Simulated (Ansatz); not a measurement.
The starting structures come from a database of crystals and need not be the phases stable at ambient conditions.

The decay constant κ of evanescent states in the gap governs leakage through a thin film.

```
CELL_PARAMETERS angstrom
      9.25629     0.00000     0.00000
      3.72293     8.47459     0.00000
      1.84445    -4.83945     2.70616
ATOMIC_POSITIONS crystal
  Ba 0.66667 0.99745 0.66412
  Ba 0.33333 0.00255 0.33588
  Ba 0.00000 0.00000 0.00000
  Mg 0.00000 0.50000 0.50000
  Ta 0.66667 0.51008 0.17675
  Ta 0.33333 0.48992 0.82325
  O  0.17209 0.50333 0.67542
  O  0.82791 0.49667 0.32458
  O  0.17209 0.50333 0.15915
  O  0.82791 0.49667 0.84085
  O  0.65582 0.01960 0.19169
  O  0.34418 0.98040 0.80831
  O  0.50000 0.50000 0.50000
  O  0.00000 0.00000 0.50000
  O  0.50000 0.50000 0.00000
```

Space group of this cell: P-3m1. The cell is taken as given; by r2SCAN its mean pressure is -5.2 GPa.

Transport runs along the normal of the first two printed cell vectors, the (111) plane of the conventional cell.

The gap is the functional's own, uncorrected, and κ follows it; spin-orbit coupling is left out. Mid-gap values are interpolated between the computed energies.

Question: Compute, with Ansatz (a quantum-chemistry and plane-wave program) with r2SCAN, the band gap and the smallest decay constant κ at mid-gap.

Answer: Gap 3.78 eV on a 12×12×12 mesh; κ = 0.350 1/Å, at the zone centre.
